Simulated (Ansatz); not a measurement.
# Zr: x(Hf) = 0.5, 8 atoms, Pmm2

Start from Zr in the hcp (Mg type) structure (space group P6_3/mmc, No. 194; a = 3.1842 Å, c = 5.1167 Å).

The other end (x = 1) is Hf in the hcp (Mg type) structure (space group P6_3/mmc, No. 194): 21.61 Å³/atom, gap zero.

One thing is altered: a fraction x = 0.5 of the Zr sites is given to Hf, ordered in a cell of 8 atoms (starting symmetry Pmm2) and fully relaxed.

Method: PBEsol in Ansatz (plane waves to 420 eV, PAW, no spin-orbit coupling). Settings: 15×5×9 k-points, 0.05 eV Fermi–Dirac smearing, for the changed cell.

```yaml
volume_per_atom: 22.03 Å³ (base 22.46 Å³)
band_gap: zero (base zero)
mixing_energy: "0.00 eV/atom (to 0.01 eV only: unlike meshes or grids)"
```

Each cell is one ordered arrangement of few atoms, which overstates ordering effects compared with a random alloy. Stability against distortions was not tested. The final runs are not spin-polarised.

Ansatz is an electronic-structure program.
